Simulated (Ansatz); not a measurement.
A self-consistent single point of VSi2 (P6_222, 9 atoms in the cell) with Ansatz (an electronic-structure program).

Level of theory: PBE, PAW files (plane waves; Ansatz).

```xyz
9
Lattice="4.5706 0.0000 0.0000 -2.2853 3.9583 0.0000 0.0000 0.0000 6.3688" Properties=species:S:1:pos:R:3 pbc="T T T"
V     -1.1427     1.9791     1.0615
V      2.2853     0.0000     3.1844
V      1.1427     1.9791     5.3073
Si     2.2853     2.6719     3.1844
Si    -1.1713     3.3151     5.3073
Si     1.1141     0.6432     1.0615
Si     0.0000     1.2864     3.1844
Si     3.4566     0.6432     5.3073
Si     1.1713     3.3151     1.0615
```

Reference input (self-consistent single point, DFT, PBE, plane waves, PAW files): basis.ecutwfc = 420 eV; kpoints.mp_grid.grid = 7 7 4; hamiltonian.xc = pbe; hamiltonian.pseudopotentials = {kind: paw} (the program's default PAW files); scf.occupations.method = fermi_dirac; scf.occupations.width = 0.1 eV. This run's input differs from it in these lines:

Ansatz 0.2 input:
```diff
@@ -17,3 +17,3 @@
 basis:
-  ecutwfc: 420.0
+  ecutwfc: 250.0
 kpoints:
```

Output, abridged:

```
SCF iter   1: F=—  HF=-12554.882746 eV  |F-HF|=—  |Δ(HF+E_count)|=         —  Δρ=4.09e-2  dr2=2.37e0  ethr=3.10e-3  ⟨swp⟩=6.9  Hψ=4145  notcnv=0
all-band conjugate gradients solve this SCF's bands
preconditioner: auto → Kerker (q_TF=auto, 2.467 Å⁻¹)
SCF iter   2: F=—  HF=-12554.259950 eV  |F-HF|=—  |Δ(HF+E_count)|=   6.23e-1  Δρ=2.58e-2  dr2=1.22e0  ethr=3.10e-3  ⟨swp⟩=3.0  Hψ=2149  notcnv=0
   [... lines left out ...]
SCF iter   5: F=—  HF=-12553.867888 eV  |F-HF|=—  |Δ(HF+E_count)|=   6.91e-4  Δρ=3.06e-4  dr2=1.25e-4  ethr=7.61e-6  ⟨swp⟩=2.1  Hψ=1254  notcnv=0
SCF iter   6: F=—  HF=-12553.867898 eV  |F-HF|=—  |Δ(HF+E_count)|=   1.03e-5  Δρ=4.89e-5  dr2=2.03e-6  ethr=1.99e-7  ⟨swp⟩=2.0  Hψ=1394  notcnv=0
SCF iter   7: F=—  HF=-12553.868242 eV  |F-HF|=—  |Δ(HF+E_count)|=   3.44e-4  Δρ=1.57e-5  dr2=2.04e-7  ethr=3.23e-9  ⟨swp⟩=2.0  Hψ=1462  notcnv=0
SCF iter   8: F=-12553.868242 eV  HF=-12553.868242 eV  |F-HF|=1.01e-8  |Δ(HF+E_count)|=   3.38e-8  Δρ=3.07e-6  dr2=1.36e-8  ethr=1.59e-10  ⟨swp⟩=5.9  Hψ=3465  notcnv=0
SCF 1 converged in 8 iterations: F = -12553.868242 eV  dr2 = 1.36e-8
Free energy (F): -12553.868242 eV
Internal energy: -12553.718086 eV  (E = F + TS)
E sigma→0 (E₀):  -12553.793164 eV
Entropy (-TS):   -0.150157 eV (-16.684 meV/atom)
Fermi energy:    13.962392 eV
--- Forces (eV/Å), atoms counted from 1 ---
  atom   1  V      0.00000000    -0.00000000    -0.00000000
  atom   2  V      0.00000000    -0.00000000     0.00000000
  atom   3  V     -0.00000000     0.00000000    -0.00000000
  atom   4  Si    -0.00000001    -0.08820970    -0.00000000
  atom   5  Si     0.07639184    -0.04410486     0.00000000
  atom   6  Si     0.07639184     0.04410485    -0.00000000
  atom   7  Si     0.00000001     0.08820970     0.00000000
  atom   8  Si    -0.07639184     0.04410486    -0.00000000
  atom   9  Si    -0.07639184    -0.04410485     0.00000000
--- Stress (GPa, compression-positive) ---
        0.203079       0.000000      -0.000000
        0.000000       0.203079      -0.000000
       -0.000000      -0.000000      -1.610981
  P = ⅓ Tr σ = -0.4016 GPa (-4.016 kbar)
  The stress holds the Pulay correction. Without it, at fixed plane waves, as pw.x and ABINIT print it: P = -23.5057 GPa
```

The run converged in 8 iterations. Against the reference run the free energy rises by 297 meV/atom, the pressure goes from -0.28 to -0.40 GPa and the largest force goes from 0.070 to 0.088 eV/Å.

The starting cell comes from a database of computed structures (which also holds hypothetical and non-ambient phases and stackings), without a prior relaxation at this level. Its lattice was rescaled by a random factor within 2.5 % of one. Spin polarisation is off. Ansatz's pressure includes its estimate of the finite-basis (Pulay) stress. Without the estimate this run gives -23.51 GPa. The cutoff lies below the one recommended for these files.
